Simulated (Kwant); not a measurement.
Device: GaN/Al0.2Ga0.8N stack with 1 barrier. One parabolic valley. Leads of mass 0.2 mₑ with the band edge at 0; grid 0.1 nm; bias swept from 0.014 to 0.43979 V, dropping linearly over the stack. Emitter Fermi level 0.029 eV, 300 K, equal in the collector.

```tsv
layer	thickness (nm)	band offset (eV)	mass (mₑ)
1	1.2	0.35	0.22
```

The device is made up for the run: typed textbook-type constants, with dimensions and the other settings drawn at random.

Kwant, one-band effective-mass tight-binding model in one dimension, coherent, no space charge, current by the Tsu-Esaki formula.

Sweep values stay those of the base run.

Base results: J (A/cm²) at bias = 0.1086 V 466000; J (A/cm²) at bias = 0.3215 V 783000; J (A/cm²) at bias = 0.4398 V 939000; J (A/cm²) at bias = 0.2269 V 655000.

**Question.** What follows from this one change: Fermi level in the emitter 0.029 → 0.015 eV?

**Answer.** J at bias = 0.1086 V 466000 → 301000 A/cm²; J at bias = 0.3215 V 783000 → 507000 A/cm²; J at bias = 0.4398 V 939000 → 609000 A/cm²; J at bias = 0.2269 V 655000 → 423000 A/cm².

**Question.** What follows from this one change: thickness of the first barrier 1.2 → 1.4 nm?

**Answer.** J at bias = 0.1086 V 466000 → 296000 A/cm²; J at bias = 0.3215 V 783000 → 563000 A/cm²; J at bias = 0.4398 V 939000 → 720000 A/cm²; J at bias = 0.2269 V 655000 → 446000 A/cm².

**Question.** What follows from this one change: temperature 300 → 150 K?

**Answer.** J at bias = 0.1086 V 466000 → 177000 A/cm²; J at bias = 0.3215 V 783000 → 307000 A/cm²; J at bias = 0.4398 V 939000 → 374000 A/cm²; J at bias = 0.2269 V 655000 → 253000 A/cm².
